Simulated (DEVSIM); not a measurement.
Structure: abrupt InP n-p junction, at 300 K.

```tsv
layer (left to right)	material	thickness (μm)	Nd (cm⁻³)	Na (cm⁻³)	τn (s)	τp (s)
1	InP	2.30	2.7e16	-	5.6e-9	5.6e-9
2	InP	10.0	-	9.8e17	5.6e-9	5.6e-9
```

Left contact: ohmic. Right contact: ohmic. Voltage is applied to the left contact. Recombination: SRH at mid-gap. Mobility is constant in doping.

Constants are typed, rounded textbook-type inputs, not results; the design itself was drawn at random and stands for no fabricated device. Values at 300 K.

```
parameter         InP
-------------  ------
gap (eV)        1.344
affinity (eV)    4.38
permittivity     12.5
Nc (cm⁻³)      5.7e17
Nv (cm⁻³)      1.1e19
μn (cm²/Vs)      5200
μp (cm²/Vs)       170
```

Model (solved in DEVSIM): 1D drift-diffusion, Boltzmann statistics, complete ionisation; no tunnelling, impact ionisation, image-force lowering or self-heating.

Task: Tabulate band edges, carrier densities and field at -1.0 V on the left contact.

Result: Energies count from the Fermi level of the right contact; mesh points crowd at the junctions.

```
x (μm)   Ec (eV)  Ev (eV)  n (cm⁻³)  p (cm⁻³)  field (V/cm)
-------  -------  -------  --------  --------  ------------
0.000      1.079   -0.265    2.7e16     < 1e2           ≈ 0
0.03001    1.079   -0.265    2.7e16    3.8e12           ≈ 0
0.09675    1.079   -0.265    2.7e16    1.2e13           ≈ 0
0.2451     1.079   -0.265    2.7e16    3.1e13           ≈ 0
0.7374     1.079   -0.265    2.7e16    9.6e13           ≈ 0
1.505      1.079   -0.265    2.7e16    2.2e14           ≈ 0
1.956      1.079   -0.265    2.7e16    3.1e14           ≈ 0
2.199      1.085   -0.259    2.1e16    4.9e14          2700
2.268      1.151   -0.193    1.7e15    6.2e15         20000
2.298      1.244   -0.100    4.6e13    2.3e17         53000
2.326      1.282   -0.063    1.1e13    9.8e17           180
2.426      1.282   -0.062    1.0e13    9.8e17           ≈ 0
2.614      1.282   -0.062    1.0e13    9.8e17           ≈ 0
3.038      1.282   -0.062    9.5e12    9.8e17           ≈ 0
4.467      1.282   -0.062    7.7e12    9.8e17           ≈ 0
7.213      1.282   -0.062    4.6e12    9.8e17           ≈ 0
10.00      1.282   -0.062    2.0e12    9.8e17           ≈ 0
11.29      1.282   -0.063    8.7e11    9.8e17           ≈ 0
11.98      1.282   -0.063    2.7e11    9.8e17           ≈ 0
12.17      1.282   -0.063    1.1e11    9.8e17           ≈ 0
12.25      1.282   -0.063    4.0e10    9.8e17           ≈ 0
12.30      1.282   -0.063     < 1e2    9.8e17           ≈ 0
```
